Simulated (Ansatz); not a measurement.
Start from WGe in the rock salt structure (space group Fm-3m, No. 225; a = 5.0979 Å; a hypothetical phase, not in the database extracts checked).

Now apply this change: hydrostatic tension (pressure −2 GPa).

Levels (all Ansatz, a quantum-chemistry and plane-wave program, PAW, earlier PAW set): PBEsol (420 eV, no SOC); PBEsol+SOC (420 eV, with spin-orbit coupling).

The geometry is relaxed with PBEsol.

| Quantity | Result |
|---|---|
| PBEsol pressure | -2.0 GPa |

**Question.** Predict the pressure from PBEsol+SOC.

**Answer.** The pressure rises by 0.3 GPa, from -2.0 GPa to -1.7 GPa.

Single points use the geometry relaxed with PBEsol. The spin-orbit shifts are approximate. Load acts through the strain it causes; cell and atoms are relaxed under it. Whether these cells are dynamically stable was not tested. The runs without spin-orbit coupling are not spin-polarised. WGe has a high density of states at the Fermi level and may be magnetic at this level.
